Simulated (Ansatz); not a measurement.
Results of r²SCAN (Ansatz, a first-principles code, plane waves, PAW) for Ta2O5 (model structure, C2/c, No. 15, 14 atoms in the cell).

Excerpt of the program's output:

```
Crystal: 14 atoms, lattice volume = 167.510 Å³
Basis set: ecut = 560 eV, 5035 PW (Γ), exchange–correlation on 162×162×135 points (27 copies of the dense FFT grid, shifted against one another)
Bands: 70, of which v1, the nominal top of the filled ones, is band 56 counted from 1 (55 counted from 0)
Symmetry: 4 space group operations
Space group: C2/c (ITA 15), of the structure as read, at distance tolerance 5.5e-5 Å
k-points: 114 of 384
Functional: x = r2scan, c = r2scan; τ floored in thin density (d = 2e-4 eV/Å³)
SCF iter   1: F=—  HF=-45480.244359 eV  |F-HF|=—  |Δ(HF+E_count)|=         —  Δρ=1.17e-2  dr2=2.53e-1  dr2_τ=9.33e-1
SCF iter   2: F=—  HF=-45480.385516 eV  |F-HF|=—  |Δ(HF+E_count)|=   1.41e-1  Δρ=5.93e-3  dr2=2.26e-2  dr2_τ=1.30e-2
  ...
SCF iter   9: F=—  HF=-45480.388004 eV  |F-HF|=—  |Δ(HF+E_count)|=  1.96e-10  Δρ=1.79e-6  dr2=5.24e-9  dr2_τ=5.45e-10
SCF iter  10: F=-45480.388004 eV  HF=-45480.388004 eV  |F-HF|=1.89e-10  |Δ(HF+E_count)|=   3.41e-9  Δρ=4.32e-7  dr2=3.62e-10  dr2_τ=1.66e-11
SCF 1 converged in 10 iterations: F = -45480.388004 eV  dr2 = 3.62e-10
SCF converged after 10 iterations
Free energy (F): -45480.388004 eV
Internal energy: -45480.388004 eV  (E = F + TS)
E sigma→0 (E₀):  -45480.388004 eV
Fermi energy:    10.245385 eV
--- Forces (eV/Å), atoms counted from 1 ---
  atom   1  Ta    -0.12840637     0.10570152    -0.12502754
  atom   2  Ta     0.12840637     0.10570152     0.12502754
  atom   3  Ta     0.12840637    -0.10570152     0.12502754
  atom   4  Ta    -0.12840637    -0.10570152    -0.12502754
  atom   5  O      0.02127037     0.08601106    -0.04880237
  atom   6  O     -0.02127037     0.08601106     0.04880237
  atom   7  O     -0.02127037    -0.08601106     0.04880237
  atom   8  O      0.02127037    -0.08601106    -0.04880237
  atom   9  O      0.04244052     0.01677548     0.01008540
  atom  10  O     -0.04244052     0.01677548    -0.01008540
  atom  11  O     -0.04244052    -0.01677548    -0.01008540
  atom  12  O      0.04244052    -0.01677548     0.01008540
  atom  13  O      0.00000000    -0.01472438     0.00000000
  atom  14  O     -0.00000000     0.01472438     0.00000000
--- Stress (GPa, compression-positive) ---
        0.654222       0.000000       0.112106
        0.000000       0.264111       0.000000
        0.112090       0.000000       0.389481
  P = ⅓ Tr σ = 0.4359 GPa (4.359 kbar)
```

Question: Write an input file that could have produced this run (the log leaves some choices open).

Answer: This is not unique; one that fits is 
Ansatz 0.2 input:
```yaml
crystal:
  lattice:
    - [6.4087066122, -2.4343245156, 0.0870213728]
    - [6.4087066122, 2.4343245156, 0.0870213728]
    - [-1.3802254396, 0.0, 5.3498792997]
  atoms:
    - { symbol: Ta, position: [0.8951888858, 0.3859432748, 0.7675814451] }
    - { symbol: Ta, position: [0.6140567252, 0.1048111142, 0.7324185549] }
    - { symbol: Ta, position: [0.1048111142, 0.6140567252, 0.2324185549] }
    - { symbol: Ta, position: [0.3859432748, 0.8951888858, 0.2675814451] }
    - { symbol: O, position: [0.3364527001, 0.4420111236, 0.5224103001] }
    - { symbol: O, position: [0.5579888764, 0.6635472999, 0.9775896999] }
    - { symbol: O, position: [0.6635472999, 0.5579888764, 0.4775896999] }
    - { symbol: O, position: [0.4420111236, 0.3364527001, 0.0224103001] }
    - { symbol: O, position: [0.8656773781, 0.7240111578, 0.8719699292] }
    - { symbol: O, position: [0.2759888422, 0.1343226219, 0.6280300708] }
    - { symbol: O, position: [0.1343226219, 0.2759888422, 0.1280300708] }
    - { symbol: O, position: [0.7240111578, 0.8656773781, 0.3719699292] }
    - { symbol: O, position: [0.8969398182, 0.1030601818, 0.75] }
    - { symbol: O, position: [0.1030601818, 0.8969398182, 0.25] }
basis:
  ecutwfc: 560
  ecutrho_ratio: 4
  xc_grid: 3
kpoints:
  mp_grid: { grid: [8, 8, 6] }
  band_path:
    path:
      - [0.0, 0.0, 0.0]
      - [-0.041172, 0.041172, 0.0]
      - [-0.082344, 0.082344, 0.0]
      - [-0.123516, 0.123516, 0.0]
      - [-0.164688, 0.164688, 0.0]
      - [-0.20586, 0.20586, 0.0]
      - [-0.247032, 0.247032, 0.0]
      - [-0.288204, 0.288204, 0.0]
      - [-0.711796, -0.288204, 0.0]
      - [-0.669437, -0.330563, 0.0]
      - [-0.627078, -0.372922, 0.0]
      - [-0.584719, -0.415281, 0.0]
      - [-0.542359, -0.457641, 0.0]
      - [-0.5, -0.5, 0.0]
      - [-0.375, -0.375, 0.0]
      - [-0.25, -0.25, 0.0]
      - [-0.125, -0.125, 0.0]
      - [-0.083333, -0.083333, 0.083333]
      - [-0.166667, -0.166667, 0.166667]
      - [-0.25, -0.25, 0.25]
      - [-0.333333, -0.333333, 0.333333]
      - [-0.416667, -0.416667, 0.416667]
      - [-0.5, -0.5, 0.5]
      - [-0.546554, -0.453446, 0.5]
      - [-0.593109, -0.406891, 0.5]
      - [-0.639663, -0.360337, 0.5]
      - [-0.686217, -0.313783, 0.5]
      - [-0.732771, -0.267229, 0.5]
      - [-0.267229, 0.267229, 0.5]
      - [-0.222691, 0.222691, 0.5]
      - [-0.178152, 0.178152, 0.5]
      - [-0.133614, 0.133614, 0.5]
      - [-0.089076, 0.089076, 0.5]
      - [-0.044538, 0.044538, 0.5]
      - [0.0, 0.0, 0.5]
      - [0.0, 0.0, 0.4]
      - [0.0, 0.0, 0.3]
      - [0.0, 0.0, 0.2]
      - [0.0, 0.0, 0.1]
      - [-0.5, 0.0, 0.5]
      - [-0.4375, 0.0, 0.4375]
      - [-0.375, 0.0, 0.375]
      - [-0.3125, 0.0, 0.3125]
      - [-0.25, 0.0, 0.25]
      - [-0.1875, 0.0, 0.1875]
      - [-0.125, 0.0, 0.125]
      - [-0.0625, 0.0, 0.0625]
      - [-0.083333, 0.0, 0.0]
      - [-0.166667, 0.0, 0.0]
      - [-0.25, 0.0, 0.0]
      - [-0.333333, 0.0, 0.0]
      - [-0.416667, 0.0, 0.0]
      - [-0.5, 0.0, 0.0]
    npoints: 1
hamiltonian:
  xc: r2scan
  dispersion: none
  pseudopotentials: { kind: paw }
scf:
  occupations: { method: fermi_dirac, width: 0.01 }
  convergence: { dr2_threshold: 0.0000000014 }
output:
  forces: true
  stress: true
  eigenvalues: true
  write_bands: true
```

The PAW data were made under PBE.

Note: the relaxation could raise the start's symmetry but not lower it, so the cell can be a saddle point. Note: cell and atoms aren't relaxed at this level (largest force component 0.13 eV/Å, pressure 0.4 GPa).

A model structure was made by putting elements into a prototype or built by hand; it is no filed structure, need not be a known phase, and can be a saddle point held by its symmetry.
